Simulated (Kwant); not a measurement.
Model system: wire with a side stub in a ZnO two-dimensional gas. Effective mass 0.3 mₑ, grid spacing 7.5 nm, hard walls, nominal width 150 nm (19 grid rows, so walls 150 nm apart), one parabolic valley, scattering region 450 nm long along x; energies count from the band bottom; Fermi energy swept from 4.4567e-05 to 0.00052923 eV. Closed stub on one side, 160 nm wide and 230 nm deep.

The device is made up for the run: typed textbook-type constants, with dimensions and the other settings drawn at random.

Model: effective-mass tight-binding model on a square grid, one spin, coherent transport at 0 K (Kwant). Conductance is in e²/h.

Question: How many channels do the leads carry at E = 0.317 meV?

Answer: The hard-wall thresholds are n² ħ²π²/(2mW²) = n² × 0.0557 meV with W = 150 nm. √(0.317/0.0557) = 2.39, so 2.
